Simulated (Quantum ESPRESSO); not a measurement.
The steps of a band-structure calculation for CuCl (F-43m, 2 atoms in the cell) with Quantum ESPRESSO.

Method: PBE, SSSP 1.1.2 efficiency (PBE) pseudopotentials (plane waves; Quantum ESPRESSO).

Step 1 (scf):

```fortran
&control
    calculation = 'scf'
    prefix = 'run'
    outdir = './tmp/'
    pseudo_dir = './'
    tprnfor = .true.
    tstress = .true.
/
&system
    ibrav = 0
    nat = 2
    ntyp = 2
    ecutwfc = 50
    ecutrho = 400
    occupations = 'smearing'
    smearing = 'fermi-dirac'
    degauss = 0.000734986
    nbnd = 19
/
&electrons
    conv_thr = 1e-10
    mixing_beta = 0.5
/
ATOMIC_SPECIES
Cu    63.5460  Cu_pbe_v1.2.uspp.F.UPF
Cl    35.4500  cl_pbe_v1.4.uspp.F.UPF
ATOMIC_POSITIONS angstrom
Cu    0.0000000000    0.0000000000    0.0000000000
Cl    1.3522295000    1.3522295000    1.3522295000
K_POINTS automatic
7 7 7  0 0 0
CELL_PARAMETERS angstrom
   0.0000000000     2.7044590000     2.7044590000
   2.7044590000     0.0000000000     2.7044590000
   2.7044590000     2.7044590000     0.0000000000
```

Step 2 (bands):

```fortran
&control
    calculation = 'bands'
    prefix = 'run'
    outdir = './tmp/'
    pseudo_dir = './'
    verbosity = 'high'
/
&system
    ibrav = 0
    nat = 2
    ntyp = 2
    ecutwfc = 50
    ecutrho = 400
    occupations = 'smearing'
    smearing = 'fermi-dirac'
    degauss = 0.000734986
    nbnd = 20
/
&electrons
    conv_thr = 1e-10
    startingwfc = 'random'
    diago_thr_init = 1.0d-6
    diagonalization = 'cg'
/
ATOMIC_SPECIES
Cu    63.5460  Cu_pbe_v1.2.uspp.F.UPF
Cl    35.4500  cl_pbe_v1.4.uspp.F.UPF
ATOMIC_POSITIONS angstrom
Cu    0.0000000000    0.0000000000    0.0000000000
Cl    1.3522295000    1.3522295000    1.3522295000
K_POINTS crystal_b
12
  0.00000000   0.00000000   0.00000000  12  ! G
  0.50000000   0.00000000   0.50000000   6  ! X
  0.50000000   0.25000000   0.75000000   4  ! W
  0.37500000   0.37500000   0.75000000  12  ! K
  0.00000000   0.00000000   0.00000000  10  ! G
  0.50000000   0.50000000   0.50000000   7  ! L
  0.62500000   0.25000000   0.62500000   4  ! U
  0.50000000   0.25000000   0.75000000   8  ! W
  0.50000000   0.50000000   0.50000000   7  ! L
  0.37500000   0.37500000   0.75000000   1  ! K
  0.62500000   0.25000000   0.62500000   4  ! U
  0.50000000   0.00000000   0.50000000   1  ! X
CELL_PARAMETERS angstrom
   0.0000000000     2.7044590000     2.7044590000
   2.7044590000     0.0000000000     2.7044590000
   2.7044590000     2.7044590000     0.0000000000
```

Step 3 (bands.x):

```fortran
&bands
    prefix = 'run'
    outdir = './tmp/'
    filband = 'bands.dat'
    lsym = .false.
/
```

Output of bands (abridged):

```
     Atomic positions and unit cell read from directory:
     ./tmp/run.save/

     Message from routine setup:
     using ibrav=0 with symmetry is DISCOURAGED, use correct ibrav instead
     G-vector sticks info
     --------------------
     sticks:   dense  smooth     PW     G-vecs:    dense   smooth      PW
     Sum        1417     721    211                35845    12675    2085

     bravais-lattice index     =            0
   [... lines left out ...]
     unit-cell volume          =     266.9733 (a.u.)^3
     number of k points=    76  Fermi-Dirac smearing, width (Ry)=  0.0007
   [... lines left out ...]
                       cart. coord. in units 2pi/alat
        k(    1) = (   0.0000000   0.0000000   0.0000000), wk =   0.0263158
        k(    2) = (   0.0000000   0.0589256   0.0000000), wk =   0.0263158
        k(    3) = (   0.0000000   0.1178511   0.0000000), wk =   0.0263158
   [... 73 lines left out ...]

     Dense  grid:    35845 G-vectors     FFT dimensions: (  45,  45,  45)

     Smooth grid:    12675 G-vectors     FFT dimensions: (  36,  36,  36)

     The potential is recalculated from file :
     ./tmp/run.save/charge-density

     negative rho (up, down):  1.425E-02 0.000E+00

     Band Structure Calculation
     CG style diagonalization

     ethr =  1.00E-06,  avg # of iterations = 35.5

     End of band structure calculation

          k = 0.0000 0.0000 0.0000 (  1639 PWs)   bands (ev):

  -103.8033 -61.2499 -61.2498 -61.2498  -9.8348   2.2686   2.2686   2.2686
     5.7307   5.7307   7.2212   7.2212   7.2213   7.7486  13.8610  13.8610
    13.8611  18.6530  18.6530  19.9407

          k = 0.0000 0.0589 0.0000 (  1595 PWs)   bands (ev):

  -103.8033 -61.2499 -61.2498 -61.2498  -9.8252   2.2259   2.2662   2.2662
     5.7244   5.7340   7.1490   7.1987   7.1987   7.8927  13.7733  13.9073
    13.9073  18.4351  18.6668  20.0848

   [... 74 blocks of this kind left out ...]
```

Output of bands.x (abridged):

```
     Reading xml data from directory:

     ./tmp/run.save/

     G-vector sticks info
     --------------------
     sticks:   dense  smooth     PW     G-vecs:    dense   smooth      PW
     Sum        1417     721    211                35845    12675    2085

     negative rho (up, down):  1.425E-02 0.000E+00
     Reading collected, re-writing distributed wavefunctions
     high-symmetry point:  0.0000 0.0000 0.0000   x coordinate   0.0000
     high-symmetry point:  0.0000 0.7071 0.0000   x coordinate   0.7071
     high-symmetry point:  0.3536 0.7071 0.0000   x coordinate   1.0607
     high-symmetry point:  0.5303 0.5303 0.0000   x coordinate   1.3107
     high-symmetry point:  0.0000 0.0000 0.0000   x coordinate   2.0607
     high-symmetry point:  0.3536 0.3536 0.3536   x coordinate   2.6730
     high-symmetry point:  0.1768 0.7071 0.1768   x coordinate   3.1060
     high-symmetry point:  0.3536 0.7071 0.0000   x coordinate   3.3560
     high-symmetry point:  0.3536 0.3536 0.3536   x coordinate   3.8560
     high-symmetry point:  0.5303 0.5303 0.0000   x coordinate   4.2891
     high-symmetry point:  0.1768 0.7071 0.1768   x coordinate   4.2891
     high-symmetry point:  0.0000 0.7071 0.0000   x coordinate   4.5391

     Plottable bands (eV) written to file bands.dat.gnu
     Bands written to file bands.dat

   JOB DONE.
```

The gap along the path is 0.53 eV.

The starting cell has typed, rounded lattice constants, without a prior relaxation at this level. Its lattice was rescaled by a random factor within 2.5 % of one.
